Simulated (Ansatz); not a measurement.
# Phonons of NaF (rock salt, Fm-3m) at temperature

Method: the stochastic self-consistent harmonic approximation in a 3×3×3 supercell, PBEsol density-functional theory in Ansatz (plane waves, PAW). The cell is fixed at its relaxed static size. Melting and transitions to other phases are not modelled. An odd repeat of the supercell leaves out some zone-boundary points, where instabilities often lie. Frequencies in cm⁻¹ at q = (0.00, 0.33, 0.33) (fractions of the primitive reciprocal vectors), each column in ascending order, rows equal in every column written once; i marks an imaginary mode. The auxiliary (Gaussian) frequencies are positive by construction; the free-energy Hessian decides stability.

```json
[
 {"harmonic": "123", "Gaussian 300 K": "120", "Hessian 300 K": "119", "Gaussian 600 K": "117", "Hessian 600 K": "117"},
 {"harmonic": "233", "Gaussian 300 K": "249", "Hessian 300 K": "236", "Gaussian 600 K": "261", "Hessian 600 K": "238"},
 {"harmonic": "250", "Gaussian 300 K": "269", "Hessian 300 K": "253", "Gaussian 600 K": "282", "Hessian 600 K": "253"},
 {"harmonic": "306", "Gaussian 300 K": "308", "Hessian 300 K": "302", "Gaussian 600 K": "310", "Hessian 600 K": "299"}
]
```

```
Quantity                                                                      Result
-------------------------------------------------------------------  ---------------
pressure at 300 K in this cell                                       1.59 ± 0.01 GPa
pressure at 600 K in this cell                                       2.81 ± 0.01 GPa
pressure near 300 K by path-integral sampling of the fitted surface         1.65 GPa
pressure near 600 K by path-integral sampling of the fitted surface         3.00 GPa
static pressure                                                            -0.01 GPa
```

Over all wave vectors of the supercell the softest harmonic mode is 123 cm⁻¹ at q = (0.00, 0.33, 0.33); the softest of the Hessian is 119 cm⁻¹ at q = (0.00, 0.33, 0.33) at 300 K (error under 1; the run's verdict: stable), 117 cm⁻¹ at q = (0.00, 0.33, 0.33) at 600 K (error under 1; the run's verdict: stable).

Ansatz is a program for electronic structure.
